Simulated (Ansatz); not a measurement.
Sn on the 1x1 (110) surface of bcc Mo, one in a 3x3 cell, energies for each (63.6 Å²). Energies are against an atom of beta tin, without zero-point or thermal terms; each row is named by its start.

These are PBE (plane waves to 420 eV, PAW; Ansatz, a first-principles code) values and carry that method's errors.

Model: 37-atom slab, 6.5 Å thick at the start under the adsorbate (thin: gaps and levels are the slab's own), 4x4x1 mesh, Fermi-Dirac 0.1 eV, dipole correction, 18 atoms held, the rest relaxed; each run with such symmetry as its start has; spin where the adsorbate may keep a moment, no spin-orbit, no U, no dispersion correction.

A negative adsorption energy means that the adsorbate is more stable on the surface than in its reference. Starts that drift may end in the same place. Heights count from the host atoms within 0.3 Å of the top one.

| starting site | E_ads (eV) | height (Å) | nearest host atom (Å) | bonded to | Δ work function (eV) | lateral drift (Å) | moment (μB) |
|---|---|---|---|---|---|---|---|
| top Mo | ? | 2.57 | Mo 2.63 | Mo | ? | 0.0 | 0.0 |
| hollow Mo-Mo-Mo | -1.15 | ? | Mo 2.77 | 4 Mo | -0.03 | 0.6 | – |

Some entries are withheld; supply them.


- top Mo, E_ads (eV): -0.37
- top Mo, Δ work function (eV): -0.16
- hollow Mo-Mo-Mo, height (Å): 2.21
